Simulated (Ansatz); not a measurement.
Input and output of a self-consistent single point for NiRh (R3m, 2 atoms in the cell) (Ansatz, a quantum-chemistry and plane-wave program).

Method of the run: LDA (PW92), default PAW files made with PBE (plane waves; Ansatz).

```
NiRh
1.0
    1.31807     0.76099     4.12404
   -1.31807     0.76099     4.12404
    0.00000    -1.52198     4.12404
Ni Rh
1 1
Direct
  0.00404   0.00404   0.00404
  0.50000   0.50000   0.50000
```

Reference input (self-consistent single point, DFT, LDA (PW92), plane waves, default PAW files made with PBE): basis.ecutwfc = 420 eV; kpoints.mp_grid.grid = 14 14 14; hamiltonian.xc = lda; hamiltonian.pseudopotentials = {kind: paw} (the program's default PAW files); scf.occupations.method = gaussian; scf.occupations.width = 0.1 eV. This run's input differs from it in these lines:

Ansatz 0.2 input:
```diff
@@ -11,3 +11,3 @@
 kpoints:
-  mp_grid: { grid: [14, 14, 14] }
+  mp_grid: { grid: [23, 23, 23] }
 hamiltonian:
@@ -16,3 +16,3 @@
 scf:
-  occupations: { method: gaussian, width: 0.1 }
+  occupations: { method: methfessel_paxton, width: 1.0 }
 output:
```

Output, abridged:

```
SCF iter   1: F=—  HF=-12051.903922 eV  |F-HF|=—  |Δ(HF+E_count)|=         —  Δρ=3.12e-2  dr2=1.30e-1  ethr=1.77e-3  ⟨swp⟩=4.6  Hψ=95252  notcnv=0
all-band conjugate gradients solve this SCF's bands
preconditioner: auto → none
SCF iter   2: F=—  HF=-12051.891442 eV  |F-HF|=—  |Δ(HF+E_count)|=   1.25e-2  S|Δr|=    0.00e0  Δρ=8.74e-3  dr2=7.57e-3  ethr=3.72e-4  ⟨swp⟩=1.0  Hψ=35836  notcnv=0
   [... lines left out ...]
SCF iter   5: F=—  HF=-12051.889643 eV  |F-HF|=—  |Δ(HF+E_count)|=   6.58e-6  S|Δr|=    0.00e0  Δρ=1.06e-4  dr2=2.97e-6  ethr=1.48e-7  ⟨swp⟩=2.0  Hψ=38771  notcnv=0
SCF iter   6: F=—  HF=-12051.889642 eV  |F-HF|=—  |Δ(HF+E_count)|=   2.65e-7  S|Δr|=    0.00e0  Δρ=4.30e-5  dr2=5.88e-7  ethr=8.49e-9  ⟨swp⟩=2.0  Hψ=37212  notcnv=0
SCF iter   7: F=-12051.889642 eV  HF=-12051.889642 eV  |F-HF|=3.93e-9  |Δ(HF+E_count)|=   1.21e-7  S|Δr|=    0.00e0  Δρ=7.56e-6  dr2=6.34e-9  ethr=2.86e-10  ⟨swp⟩=3.2  Hψ=107487  notcnv=0
SCF 1 converged in 7 iterations: F = -12051.889642 eV  dr2 = 6.34e-9
Stability not checked (fill_not_monotonic)
Free energy (F): -12051.889642 eV
Internal energy: -12051.742747 eV  (E = F + TS)
E sigma→0 (E₀):  -12051.852918 eV
Entropy (-TS):   -0.146895 eV (-73.448 meV/atom)
Fermi energy:    19.869446 eV
--- Forces (eV/Å), atoms counted from 1 ---
  atom   1  Ni     0.00000000     0.00000002    -0.44478905
  atom   2  Rh     0.00000000    -0.00000002     0.44487633
--- Stress (GPa, compression-positive) ---
      -12.784369       0.000000      -0.000000
        0.000000     -12.784369      -0.000000
       -0.000000      -0.000000      -8.403409
  P = ⅓ Tr σ = -11.3240 GPa (-113.240 kbar)
  The stress holds the Pulay correction. Without it, at fixed plane waves, as pw.x and ABINIT print it: P = -11.4187 GPa
```

The run converged in 7 iterations. Against the reference run the free energy falls by 34.0 meV/atom, the pressure goes from -12.12 to -11.32 GPa and the largest force goes from 0.459 to 0.445 eV/Å.

The starting cell comes from a database of computed structures (which also holds hypothetical and non-ambient phases and stackings), without a prior relaxation at this level. Its lattice was rescaled by up to half a per cent. One atom was moved a little off its site on purpose. Spin polarisation is off. With a pressure of about -11 GPa the cell is away from its equilibrium volume at this level. Ansatz's pressure includes its estimate of the finite-basis (Pulay) stress.

Cost on one core of a shared machine: roughly 80 s.
